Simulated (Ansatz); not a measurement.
Cost and result by functional for the surface energy of the (210) surface of bcc Mo in its 1x1 cell, outermost plane spacing 0.71 Å in the ideal cut, in Ansatz (plane waves, PAW). Single points on the PBE structure, on one kind of machine; costs are rough ratios of the slab run's core time (references not counted) to the cheapest single point. r2SCAN's cost holds its higher cutoff (500 against 420 eV). Differences are taken against r2SCAN for comparison alone: no measured value is at hand, so the table doesn't rank accuracy.

Model: 15-atom slab, 9.9 Å thick at the start (thin: gaps and levels are the slab's own), 12x6x1 mesh, Fermi-Dirac 0.1 eV, dipole correction, all atoms relaxed; start symmetry kept, larger cells not searched; no spin, no spin-orbit, no U. These notes are the PBE run's.

```csv
functional,relative cost,surface energy (J/m²),less r2SCAN (J/m²)
LDA,1,3.58,0.19
PBEsol,1,3.48,0.09
RPBE,1,2.96,-0.43
r2SCAN,2,3.39,0.00
PBE (the relaxed run's value),–,3.15,-0.23
```

The values span 0.62 J/m², while the single points' costs differ by a factor of roughly 2. Differences are of unrounded values.

Ansatz is a quantum-chemistry and plane-wave program.
